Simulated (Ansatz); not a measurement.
# Si well of 9 atomic layers along [001] in random Si0.7Ge0.3, interfaces graded over 4 layers

Prepared with LAMMPS with Tersoff's 1989 multicomponent potential (SiCGe.tersoff): minimisation. Geometry as solved with PBE, support functions at accuracy medium on the grid of 370 eV (Ansatz, a quantum-chemistry and plane-wave program).

```xyz
648
Lattice="16.67 0.00 0.00 0.00 16.67 0.00 0.00 0.00 49.67" Properties=species:S:1:pos:R:3 pbc="T T T"
Si    -0.03    -0.02    -0.06
Ge     1.35     1.40     1.35
Si     2.77     2.79    -0.06
Ge     4.14     4.22     1.35
Si     2.74     0.03     2.79
Ge     4.13     1.42     4.18
Si    -0.01     2.79     2.81
Si     1.41     4.15     4.15
Si    -0.03     0.04     5.61
Si     1.37     1.42     6.96
Si     2.75     2.81     5.59
Si     4.17     4.17     6.95
Si     2.75     0.06     8.34
Si     4.16     1.40     9.68
Si     0.01     2.81     8.33
Si     1.38     4.18     9.70
Ge     0.00     0.04    11.17
Si     1.38     1.44    12.56
Ge     2.79     2.79    11.12
Si     4.21     4.17    12.51
Ge     2.75     0.02    13.96
Si     4.17     1.40    15.34
Si    -0.02     2.79    13.93
Si     1.37     4.13    15.32
Si    -0.01    -0.01    16.68
Si     1.39     1.38    18.04
Si     2.77     2.78    16.69
Si     4.16     4.18    18.04
Si     2.78    -0.01    19.39
Si     4.16     1.39    20.76
Si     0.00     2.77    19.40
Si     1.39     4.16    20.76
Si     0.01     0.00    22.13
Si     1.39     1.39    23.49
Si     2.77     2.77    22.13
Si     4.17     4.16    23.48
Si     2.78     0.00    24.85
Si     4.16     1.40    26.21
Si     0.01     2.78    24.84
Si     1.40     4.17    26.20
Si     0.00     0.00    27.55
Si     1.39     1.39    28.92
Si     2.77     2.78    27.56
Si     4.14     4.15    28.96
Si     2.79     0.03    30.27
Si     4.19     1.39    31.64
Si     0.00     2.78    30.27
Si     1.35     4.19    31.63
Si    -0.04    -0.01    33.05
Ge     1.35     1.38    34.48
Ge     2.78     2.80    33.02
Si     4.16     4.22    34.41
Si     2.77    -0.01    35.87
Si     4.14     1.38    37.22
Si    -0.02     2.82    35.87
Si     1.40     4.20    37.19
Si     0.01     0.01    38.57
Si     1.40     1.39    39.91
Si     2.76     2.80    38.56
Si     4.09     4.18    39.96
Ge     2.75     0.00    41.36
Si     4.13     1.39    42.79
Ge     0.03     2.76    41.36
Si     1.41     4.19    42.76
Si     0.01    -0.01    44.11
Si     1.40     1.38    45.48
Si     2.77     2.79    44.14
Si     4.15     4.18    45.49
Si     2.76     0.00    46.87
Si     4.12     1.43    48.22
Ge    -0.01     2.78    46.88
Si     1.42     4.18    48.26
Ge     0.03     5.54     0.04
Si     1.42     6.97     1.43
Si     2.76     8.35     0.02
Si     4.20     9.68     1.37
Si     2.77     5.58     2.81
Si     4.19     6.94     4.16
Si     0.03     8.31     2.79
Si     1.40     9.68     4.16
Ge    -0.03     5.52     5.53
Ge     1.45     6.93     6.93
Si     2.82     8.33     5.51
Ge     4.18     9.72     6.96
Si     2.81     5.52     8.35
Ge     4.18     6.96     9.76
Ge     0.04     8.33     8.40
Si     1.40     9.76     9.79
Si     0.01     5.49    11.13
Ge     1.39     6.94    12.49
Si     2.79     8.39    11.14
Si     4.16     9.68    12.58
Ge     2.80     5.52    13.93
Si     4.22     6.92    15.30
Ge    -0.04     8.38    13.92
Si     1.40     9.77    15.30
Si    -0.01     5.54    16.67
Si     1.36     6.92    18.06
Ge     2.77     8.31    16.66
Ge     4.19     9.75    18.08
Si     2.77     5.56    19.41
Si     4.17     6.94    20.76
Si     0.00     8.33    19.41
Si     1.38     9.72    20.77
Si     0.00     5.55    22.12
Si     1.39     6.94    23.46
Si     2.79     8.34    22.11
Si     4.17     9.73    23.47
Si     2.77     5.56    24.83
Si     4.14     6.97    26.17
Si     0.01     8.33    24.82
Si     1.38     9.72    26.18
Si     0.01     5.56    27.55
Si     1.39     6.95    28.91
Si     2.77     8.34    27.55
Si     4.16     9.71    28.92
Si     2.76     5.57    30.29
Si     4.15     6.95    31.65
Si     0.04     8.36    30.28
Si     1.40     9.72    31.67
Si     0.03     5.54    33.06
Si     1.42     6.93    34.39
Si     2.79     8.33    33.04
Si     4.15     9.72    34.42
Si     2.78     5.58    35.80
Si     4.12     6.99    37.19
Ge     0.01     8.33    35.79
Si     1.44     9.72    37.19
Si     0.04     5.60    38.55
Si     1.39     6.96    39.97
Si     2.77     8.34    38.59
Si     4.16     9.72    39.96
Si     2.76     5.57    41.35
Si     4.16     6.94    42.71
Si     0.03     8.33    41.36
Si     1.42     9.74    42.71
Si    -0.01     5.55    44.11
Ge     1.40     6.96    45.50
Si     2.81     8.35    44.07
Si     4.19     9.71    45.45
Si     2.79     5.53    46.89
Ge     4.17     6.98    48.26
Si     0.02     8.36    46.91
Si     1.37     9.70    48.31
Si     0.03    11.10    -0.01
Si     1.38    12.49     1.35
Si     2.72    13.90     0.00
Ge     4.11    15.28     1.41
Ge     2.79    11.09     2.76
Si     4.18    12.46     4.21
Ge    -0.05    13.88     2.74
Ge     1.35    15.31     4.19
Ge     0.02    11.13     5.54
Si     1.37    12.49     7.01
Ge     2.78    13.85     5.59
Ge     4.17    15.31     7.00
Si     2.73    11.10     8.36
Ge     4.15    12.47     9.75
Si    -0.03    13.87     8.33
Ge     1.40    15.28     9.72
Si    -0.03    11.12    11.12
Ge     1.39    12.50    12.54
Si     2.78    13.89    11.13
Ge     4.18    15.26    12.53
Si     2.81    11.10    13.94
Si     4.17    12.51    15.29
Si     0.01    13.91    13.95
Si     1.36    15.27    15.34
Si     0.03    11.10    16.71
Si     1.40    12.51    18.05
Si     2.77    13.88    16.67
Si     4.16    15.27    18.03
Si     2.76    11.15    19.45
Si     4.17    12.52    20.78
Si     0.00    13.89    19.39
Si     1.39    15.28    20.76
Si    -0.01    11.11    22.12
Si     1.38    12.50    23.47
Si     2.77    13.90    22.12
Si     4.16    15.29    23.48
Si     2.76    11.11    24.83
Si     4.15    12.49    26.18
Si     0.00    13.89    24.83
Si     1.38    15.28    26.19
Si     0.01    11.11    27.55
Si     1.42    12.47    28.89
Si     2.78    13.89    27.55
Si     4.14    15.29    28.91
Si     2.79    11.10    30.29
Si     4.16    12.49    31.66
Ge    -0.02    13.86    30.26
Ge     1.41    15.29    31.69
Si     0.00    11.10    33.04
Si     1.41    12.46    34.40
Si     2.78    13.84    33.04
Ge     4.16    15.27    34.44
Si     2.78    11.09    35.80
Si     4.15    12.47    37.18
Ge     0.02    13.90    35.78
Si     1.40    15.28    37.22
Ge     0.02    11.11    38.58
Si     1.42    12.52    39.98
Si     2.76    13.85    38.55
Ge     4.18    15.22    39.94
Si     2.80    11.12    41.34
Si     4.16    12.51    42.73
Si     0.02    13.90    41.34
Si     1.36    15.26    42.75
Si     0.04    11.14    44.08
Si     1.39    12.52    45.47
Si     2.77    13.89    44.09
Si     4.12    15.30    45.47
Ge     2.75    11.07    46.86
Ge     4.16    12.49    48.33
Si     0.04    13.92    46.86
Si     1.39    15.29    48.25
Ge     5.52     0.07    -0.01
Si     6.95     1.41     1.41
Ge     8.36     2.79     0.01
Si     9.72     4.21     1.41
Ge     8.32     0.01     2.83
Si     9.73     1.39     4.21
Ge     5.59     2.84     2.79
Si     6.96     4.25     4.20
Ge     5.60     0.01     5.57
Si     6.94     1.43     6.99
Ge     8.35     2.82     5.60
Si     9.75     4.21     7.01
Ge     8.36     0.02     8.36
Si     9.75     1.44     9.76
Si     5.53     2.78     8.32
Ge     6.95     4.17     9.75
Ge     5.59     0.02    11.09
Si     7.00     1.38    12.51
Si     8.36     2.77    11.16
Si     9.70     4.16    12.54
Si     8.31    -0.04    13.88
Ge     9.71     1.38    15.27
Ge     5.59     2.77    13.92
Si     6.97     4.21    15.31
Si     5.53    -0.03    16.65
Ge     6.94     1.39    18.04
Si     8.34     2.82    16.67
Si     9.71     4.16    18.07
Si     8.36    -0.02    19.43
Si     9.73     1.39    20.78
Si     5.52     2.80    19.42
Si     6.94     4.18    20.76
Si     5.55     0.00    22.11
Si     6.94     1.40    23.46
Si     8.33     2.79    22.11
Si     9.73     4.17    23.47
Si     8.36     0.03    24.79
Si     9.73     1.39    26.18
Si     5.55     2.77    24.83
Si     6.96     4.15    26.17
Si     5.53     0.02    27.58
Si     6.95     1.41    28.91
Si     8.33     2.77    27.53
Si     9.70     4.17    28.90
Si     8.35     0.02    30.25
Si     9.69     1.41    31.64
Si     5.57     2.78    30.30
Si     6.93     4.17    31.67
Si     5.55     0.04    33.04
Si     6.96     1.39    34.38
Si     8.33     2.79    33.03
Si     9.75     4.15    34.39
Si     8.33     0.00    35.74
Ge     9.74     1.41    37.12
Ge     5.54     2.77    35.79
Si     6.91     4.17    37.20
Si     5.52    -0.01    38.55
Ge     6.91     1.33    39.99
Ge     8.30     2.78    38.58
Ge     9.73     4.18    40.01
Si     8.31    -0.02    41.43
Si     9.72     1.39    42.74
Ge     5.48     2.80    41.36
Ge     6.95     4.23    42.76
Si     5.52    -0.02    44.10
Ge     6.94     1.40    45.49
Si     8.37     2.80    44.10
Si     9.70     4.20    45.47
Si     8.37     0.03    46.90
Si     9.73     1.39    48.26
Si     5.50     2.80    46.86
Ge     6.91     4.20    48.25
Si     5.57     5.62     0.01
Si     6.96     6.96     1.40
Si     8.28     8.33    -0.02
Ge     9.71     9.70     1.39
Si     8.34     5.59     2.78
Si     9.73     6.92     4.16
Si     5.56     8.32     2.78
Si     6.92     9.73     4.15
Si     5.55     5.57     5.58
Si     6.93     6.92     6.97
Ge     8.33     8.34     5.56
Si     9.73     9.74     6.98
Si     8.35     5.59     8.35
Si     9.70     6.99     9.73
Si     5.61     8.33     8.35
Si     6.99     9.70     9.73
Si     5.57     5.57    11.18
Si     6.96     6.94    12.52
Si     8.32     8.32    11.13
Si     9.69     9.69    12.52
Si     8.33     5.57    13.91
Si     9.69     6.97    15.27
Si     5.55     8.29    13.90
Ge     6.94     9.73    15.28
Si     5.58     5.56    16.69
Si     6.96     6.94    18.05
Si     8.35     8.33    16.68
Si     9.73     9.72    18.04
Si     8.33     5.56    19.41
Si     9.73     6.95    20.77
Si     5.59     8.31    19.43
Si     6.96     9.73    20.77
Si     5.55     5.55    22.13
Si     6.95     6.95    23.47
Si     8.34     8.34    22.13
Si     9.73     9.73    23.48
Si     8.34     5.56    24.82
Si     9.72     6.94    26.19
Si     5.56     8.34    24.82
Si     6.95     9.71    26.19
Ge     5.55     5.56    27.56
Si     6.96     6.97    28.95
Si     8.34     8.33    27.56
Si     9.76     9.70    28.89
Si     8.31     5.54    30.28
Ge     9.74     6.94    31.65
Si     5.54     8.33    30.29
Si     6.88     9.74    31.66
Si     5.52     5.55    33.01
Ge     6.88     6.95    34.44
Ge     8.32     8.40    33.05
Si     9.73     9.80    34.43
Ge     8.34     5.53    35.82
Si     9.69     6.98    37.20
Si     5.50     8.37    35.84
Si     6.93     9.72    37.20
Ge     5.53     5.58    38.58
Si     6.95     6.98    39.97
Si     8.31     8.35    38.58
Si     9.71     9.72    39.94
Si     8.34     5.64    41.36
Si     9.73     6.97    42.74
Si     5.52     8.32    41.32
Ge     6.93     9.71    42.71
Si     5.52     5.61    44.14
Si     6.94     6.97    45.49
Si     8.35     8.32    44.13
Si     9.72     9.69    45.51
Si     8.32     5.56    46.83
Ge     9.72     6.94    48.27
Si     5.57     8.37    46.85
Si     6.93     9.72    48.25
Si     5.58    11.06     0.02
Si     6.94    12.42     1.41
Ge     8.32    13.83     0.02
Ge     9.76    15.25     1.43
Si     8.33    11.11     2.82
Si     9.71    12.49     4.19
Ge     5.57    13.85     2.81
Si     6.98    15.24     4.22
Si     5.59    11.12     5.55
Si     6.99    12.47     6.92
Si     8.36    13.87     5.58
Si     9.74    15.27     6.94
Si     8.33    11.11     8.35
Si     9.68    12.54     9.71
Ge     5.63    13.87     8.37
Si     7.01    15.26     9.77
Ge     5.59    11.06    11.18
Si     6.98    12.51    12.54
Si     8.35    13.89    11.16
Si     9.72    15.27    12.54
Si     8.35    11.11    13.87
Ge     9.73    12.52    15.30
Si     5.59    13.85    13.93
Si     6.93    15.28    15.29
Si     5.56    11.17    16.67
Si     6.95    12.52    18.04
Si     8.31    13.93    16.69
Si     9.72    15.27    18.05
Si     8.33    11.11    19.39
Si     9.72    12.50    20.76
Si     5.55    13.90    19.40
Si     6.94    15.28    20.76
Si     5.56    11.11    22.12
Si     6.95    12.49    23.48
Si     8.33    13.89    22.12
Si     9.73    15.28    23.46
Si     8.34    11.11    24.84
Si     9.74    12.50    26.19
Si     5.53    13.87    24.81
Ge     6.95    15.30    26.18
Si     5.52    11.08    27.52
Ge     6.92    12.52    28.89
Si     8.38    13.91    27.55
Si     9.74    15.28    28.92
Ge     8.36    11.09    30.30
Si     9.79    12.50    31.67
Si     5.49    13.90    30.28
Ge     6.92    15.30    31.64
Si     5.53    11.11    33.04
Si     6.91    12.44    34.45
Ge     8.34    13.85    33.06
Si     9.72    15.29    34.43
Si     8.31    11.10    35.83
Si     9.69    12.46    37.21
Si     5.54    13.82    35.81
Ge     6.94    15.26    37.16
Si     5.54    11.10    38.57
Si     6.93    12.48    39.95
Si     8.31    13.84    38.58
Ge     9.67    15.27    39.97
Si     8.32    11.10    41.28
Ge     9.69    12.45    42.76
Si     5.58    13.85    41.36
Si     6.91    15.25    42.75
Si     5.53    11.13    44.11
Si     6.94    12.46    45.48
Si     8.28    13.87    44.13
Ge     9.73    15.28    45.48
Si     8.31    11.06    46.85
Ge     9.75    12.44    48.23
Ge     5.54    13.89    46.84
Ge     6.96    15.31    48.26
Ge    11.15     0.02    -0.01
Si    12.56     1.40     1.39
Si    13.94     2.76     0.03
Si    15.28     4.14     1.43
Si    13.93     0.03     2.76
Si    15.29     1.39     4.19
Ge    11.12     2.77     2.78
Ge    12.54     4.20     4.21
Si    11.08    -0.01     5.56
Ge    12.48     1.38     6.96
Si    13.93     2.76     5.57
Si    15.26     4.13     6.97
Si    13.88    -0.05     8.35
Ge    15.25     1.42     9.72
Si    11.11     2.81     8.39
Si    12.51     4.14     9.76
Ge    11.14     0.00    11.14
Si    12.52     1.41    12.55
Si    13.87     2.80    11.17
Si    15.29     4.17    12.53
Si    13.86     0.04    13.96
Si    15.30     1.38    15.30
Si    11.11     2.78    13.86
Ge    12.54     4.15    15.25
Si    11.10    -0.03    16.68
Ge    12.51     1.39    18.05
Si    13.95     2.77    16.66
Si    15.29     4.16    18.04
Si    13.92    -0.02    19.44
Si    15.29     1.39    20.77
Si    11.09     2.80    19.43
Si    12.51     4.17    20.77
Si    11.13     0.00    22.12
Si    12.51     1.39    23.48
Si    13.90     2.77    22.12
Si    15.28     4.16    23.48
Si    13.90     0.00    24.84
Si    15.29     1.39    26.19
Si    11.12     2.78    24.83
Si    12.51     4.18    26.19
Si    11.10    -0.03    27.52
Ge    12.50     1.39    28.92
Si    13.91     2.80    27.53
Si    15.29     4.17    28.90
Si    13.92    -0.02    30.30
Si    15.32     1.36    31.64
Si    11.06     2.79    30.28
Ge    12.49     4.18    31.65
Ge    11.12     0.00    33.03
Si    12.53     1.38    34.45
Ge    13.95     2.76    33.06
Si    15.33     4.20    34.46
Si    13.91     0.00    35.80
Si    15.28     1.38    37.19
Si    11.16     2.81    35.74
Si    12.54     4.16    37.13
Ge    11.16     0.01    38.57
Si    12.55     1.42    39.98
Si    13.87     2.76    38.53
Ge    15.30     4.18    39.89
Si    13.96     0.04    41.32
Si    15.30     1.37    42.76
Si    11.12     2.73    41.36
Ge    12.49     4.15    42.77
Si    11.13     0.05    44.11
Si    12.54     1.38    45.48
Si    13.93     2.75    44.14
Si    15.26     4.19    45.47
Si    13.93     0.02    46.86
Si    15.27     1.38    48.28
Ge    11.11     2.78    46.86
Ge    12.54     4.18    48.32
Si    11.11     5.57     0.05
Si    12.50     6.95     1.39
Si    13.85     8.33     0.00
Ge    15.29     9.72     1.40
Si    13.91     5.58     2.74
Si    15.29     6.94     4.11
Si    11.10     8.28     2.78
Ge    12.45     9.73     4.16
Si    11.06     5.55     5.57
Ge    12.46     6.91     7.00
Ge    13.89     8.30     5.55
Ge    15.27     9.74     6.99
Si    13.87     5.47     8.35
Ge    15.26     6.87     9.75
Si    11.08     8.36     8.37
Si    12.48     9.73     9.70
Ge    11.10     5.57    11.13
Si    12.48     6.95    12.57
Ge    13.84     8.35    11.15
Si    15.26     9.78    12.50
Si    13.93     5.59    13.88
Si    15.27     6.93    15.32
Si    11.07     8.32    13.90
Ge    12.50     9.71    15.29
Ge    11.10     5.58    16.68
Si    12.53     6.97    18.07
Si    13.92     8.31    16.69
Si    15.29     9.71    18.04
Si    13.90     5.55    19.41
Si    15.28     6.94    20.77
Si    11.12     8.34    19.42
Si    12.51     9.73    20.76
Si    11.12     5.56    22.13
Si    12.50     6.95    23.48
Si    13.89     8.34    22.12
Si    15.28     9.72    23.48
Si    13.90     5.56    24.83
Si    15.31     6.92    26.17
Si    11.11     8.34    24.84
Si    12.49     9.75    26.17
Si    11.10     5.55    27.56
Si    12.50     6.92    28.92
Ge    13.91     8.34    27.55
Si    15.31     9.76    28.95
Si    13.90     5.56    30.24
Ge    15.29     6.96    31.67
Si    11.15     8.34    30.26
Si    12.50     9.72    31.67
Si    11.13     5.57    33.08
Si    12.53     6.93    34.42
Si    13.87     8.36    33.06
Si    15.26     9.75    34.40
Si    13.92     5.57    35.80
Si    15.28     6.94    37.20
Ge    11.13     8.35    35.81
Si    12.55     9.75    37.19
Ge    11.13     5.57    38.53
Ge    12.50     7.04    39.96
Si    13.94     8.38    38.55
Si    15.32     9.67    39.97
Ge    13.92     5.59    41.36
Si    15.33     6.97    42.76
Si    11.07     8.38    41.37
Si    12.48     9.69    42.77
Si    11.08     5.59    44.13
Si    12.49     6.94    45.50
Si    13.88     8.30    44.11
Ge    15.28     9.74    45.49
Si    13.88     5.56    46.84
Ge    15.26     6.96    48.26
Si    11.14     8.34    46.87
Si    12.51     9.70    48.27
Si    11.14    11.06    -0.03
Ge    12.51    12.49     1.38
Si    13.92    13.92     0.01
Si    15.26    15.33     1.35
Si    13.90    11.12     2.81
Si    15.24    12.51     4.18
Si    11.11    13.84     2.83
Ge    12.52    15.29     4.17
Si    11.06    11.12     5.58
Ge    12.49    12.52     6.97
Si    13.93    13.91     5.58
Si    15.29    15.28     6.97
Si    13.87    11.13     8.39
Si    15.27    12.50     9.74
Si    11.08    13.92     8.37
Si    12.51    15.26     9.72
Ge    11.06    11.10    11.10
Ge    12.50    12.53    12.52
Si    13.89    13.89    11.09
Ge    15.24    15.28    12.56
Si    13.90    11.12    13.89
Ge    15.28    12.50    15.32
Si    11.12    13.95    13.92
Si    12.49    15.30    15.31
Si    11.12    11.12    16.71
Si    12.50    12.51    18.05
Si    13.86    13.92    16.69
Si    15.28    15.28    18.05
Si    13.90    11.11    19.40
Si    15.29    12.50    20.75
Si    11.11    13.89    19.41
Si    12.50    15.28    20.77
Si    11.11    11.11    22.12
Si    12.51    12.50    23.47
Si    13.90    13.89    22.11
Si    15.28    15.28    23.47
Si    13.90    11.12    24.83
Si    15.28    12.51    26.20
Si    11.11    13.89    24.82
Si    12.50    15.27    26.18
Si    11.13    11.12    27.55
Si    12.51    12.50    28.93
Si    13.88    13.89    27.55
Si    15.26    15.29    28.88
Si    13.89    11.11    30.31
Si    15.27    12.48    31.69
Si    11.13    13.89    30.28
Si    12.54    15.25    31.64
Si    11.14    11.12    33.04
Si    12.53    12.49    34.41
Si    13.89    13.88    33.05
Si    15.25    15.29    34.39
Si    13.90    11.13    35.79
Si    15.30    12.48    37.16
Ge    11.11    13.88    35.82
Si    12.55    15.30    37.17
Si    11.09    11.07    38.54
Ge    12.50    12.46    39.93
Ge    13.95    13.91    38.55
Si    15.34    15.32    39.98
Ge    13.92    11.06    41.38
Si    15.35    12.50    42.71
Ge    11.12    13.88    41.36
Ge    12.55    15.34    42.73
Si    11.12    11.06    44.16
Si    12.50    12.45    45.51
Ge    13.95    13.87    44.15
Si    15.34    15.31    45.53
Si    13.86    11.11    46.90
Ge    15.31    12.51    48.27
Si    11.14    13.85    46.84
Ge    12.55    15.25    48.21
```
